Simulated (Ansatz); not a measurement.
We look at the formation energy of H_i + V_Al in Al (fcc, Fm-3m). Reaction: 107 Al (fcc) + 1/2 H2 (gas) → cell A.

Cell A: a supercell of 108 sites of Al (fcc, Fm-3m) with one empty Al site amid 12 Al; H off the lattice sites (3 Al at 1.88 Å); the closest two of these centres are 1.5 Å apart; spin state with PBE: run without spin, k-point mesh 3×3×3.
```
CELL_PARAMETERS angstrom
     12.12170     0.00000     0.00000
      0.00000    12.12170     0.00000
      0.00000     0.00000    12.12170
ATOMIC_POSITIONS crystal
  Al 0.99995 0.00036 0.00036
  Al 0.99977 0.16643 0.16643
  Al 0.16714 0.00009 0.16719
  Al 0.16714 0.16719 0.00009
  Al 0.00052 0.00009 0.33381
  Al 0.00147 0.16813 0.50008
  Al 0.16650 0.00007 0.50016
  Al 0.16664 0.16713 0.33331
  Al 0.99990 0.99996 0.66635
  Al 0.99989 0.16656 0.83329
  Al 0.16641 0.00065 0.83331
  Al 0.16646 0.16675 0.66668
  Al 0.00052 0.33381 0.00009
  Al 0.00147 0.50008 0.16813
  Al 0.16664 0.33331 0.16713
  Al 0.16650 0.50016 0.00007
  Al 0.00047 0.33331 0.33331
  Al 0.99996 0.49992 0.49992
  Al 0.16968 0.33634 0.50021
  Al 0.16968 0.50021 0.33634
  Al 0.00009 0.33313 0.66668
  Al 0.00080 0.50000 0.83263
  Al 0.16664 0.33331 0.83308
  Al 0.16865 0.50017 0.66459
  Al 0.99990 0.66635 0.99996
  Al 0.99989 0.83329 0.16656
  Al 0.16646 0.66668 0.16675
  Al 0.16641 0.83331 0.00065
  Al 0.00009 0.66668 0.33313
  Al 0.00080 0.83263 0.50000
  Al 0.16865 0.66459 0.50017
  Al 0.16664 0.83308 0.33331
  Al 0.99974 0.66685 0.66685
  Al 0.99948 0.83375 0.83375
  Al 0.16528 0.66764 0.83431
  Al 0.16528 0.83431 0.66764
  Al 0.33320 0.00060 0.00060
  Al 0.33341 0.16813 0.16813
  Al 0.49968 0.99996 0.16657
  Al 0.49968 0.16657 0.99996
  Al 0.33350 0.00007 0.33317
  Al 0.33325 0.16663 0.49992
  Al 0.50023 0.99976 0.49991
  Al 0.50002 0.16675 0.33313
  Al 0.33324 0.99976 0.66690
  Al 0.33334 0.16747 0.83263
  Al 0.49991 0.99984 0.83282
  Al 0.50019 0.16640 0.66685
  Al 0.33350 0.33317 0.00007
  Al 0.33325 0.49992 0.16663
  Al 0.50002 0.33313 0.16675
  Al 0.50023 0.49991 0.99976
  Al 0.33354 0.33634 0.33634
  Al 0.49793 0.33532 0.50017
  Al 0.49793 0.50017 0.33532
  Al 0.33350 0.33532 0.66459
  Al 0.33356 0.50023 0.83256
  Al 0.50097 0.33194 0.83431
  Al 0.50137 0.49606 0.66804
  Al 0.33324 0.66690 0.99976
  Al 0.33334 0.83263 0.16747
  Al 0.50019 0.66685 0.16640
  Al 0.49991 0.83282 0.99984
  Al 0.33350 0.66459 0.33532
  Al 0.33356 0.83256 0.50023
  Al 0.50137 0.66804 0.49606
  Al 0.50097 0.83431 0.33194
  Al 0.32940 0.66804 0.66804
  Al 0.33254 0.83419 0.83419
  Al 0.49892 0.66558 0.83121
  Al 0.49892 0.83121 0.66558
  Al 0.66642 0.99980 0.99980
  Al 0.66662 0.16656 0.16656
  Al 0.83369 0.00036 0.16662
  Al 0.83369 0.16662 0.00036
  Al 0.66664 0.00065 0.33308
  Al 0.66597 0.16747 0.50000
  Al 0.83394 0.00060 0.49986
  Al 0.83342 0.16719 0.33381
  Al 0.66615 0.99984 0.66658
  Al 0.66708 0.16615 0.83375
  Al 0.83313 0.99980 0.83309
  Al 0.83329 0.16657 0.66635
  Al 0.66664 0.33308 0.00065
  Al 0.66597 0.50000 0.16747
  Al 0.83342 0.33381 0.16719
  Al 0.83394 0.49986 0.00060
  Al 0.66641 0.33331 0.33331
  Al 0.66590 0.50023 0.50023
  Al 0.83340 0.33317 0.50016
  Al 0.83340 0.50016 0.33317
  Al 0.66764 0.33194 0.66764
  Al 0.66752 0.49920 0.83419
  Al 0.83398 0.33308 0.83331
  Al 0.83309 0.49991 0.66690
  Al 0.66615 0.66658 0.99984
  Al 0.66708 0.83375 0.16615
  Al 0.83329 0.66635 0.16657
  Al 0.83313 0.83309 0.99980
  Al 0.66764 0.66764 0.33194
  Al 0.66752 0.83419 0.49920
  Al 0.83309 0.66690 0.49991
  Al 0.83398 0.83331 0.33308
  Al 0.66455 0.66558 0.66558
  Al 0.66567 0.83234 0.83234
  Al 0.83317 0.66658 0.83282
  Al 0.83317 0.83282 0.66658
  H  0.40654 0.57321 0.57321
```

Reference: Al (fcc, Fm-3m), 108 atoms in the cell, the relaxed perfect crystal repeated, atoms not moved again, k-point mesh 3×3×3 on the run's own vectors.

Reference: an isolated H2 molecule (singlet) in a box of 11 × 11 × 13 Å.

Plane-wave PAW calculations with Ansatz (an electronic-structure program), its PAW set soft_1, cutoff 420 eV. The structures are at rest with PBE, within the held lattices. Neutral cells; Fermi-Dirac smearing of at most 0.10 eV in the solids, energies taken to zero width. Larger cells are relaxed from a start prepared with the learned potential CHGNet, on a coarser mesh till forces fall under 0.03 eV/Å, which some starts already meet. A dispersion term (D3(BJ), or D4 for r2SCAN) was computed beside these levels and is taken off wherever the name lacks it. Space groups of crystals are read within 0.01 Å. Nuclei at rest; no vibrational terms. The structures are the rest points that the relaxations reached, not proven lowest. No correction for cell size. Mesh and cell size may move defect energies by 0.1 eV or more. Cell A has symmetry R3m within 0.02 Å and got no random move, so less symmetric positions, which may lie lower, weren't tried.

Predict the value from PBE.

1.02 eV, for 107 Al (fcc) + 1/2 H2 (gas) → cell A.
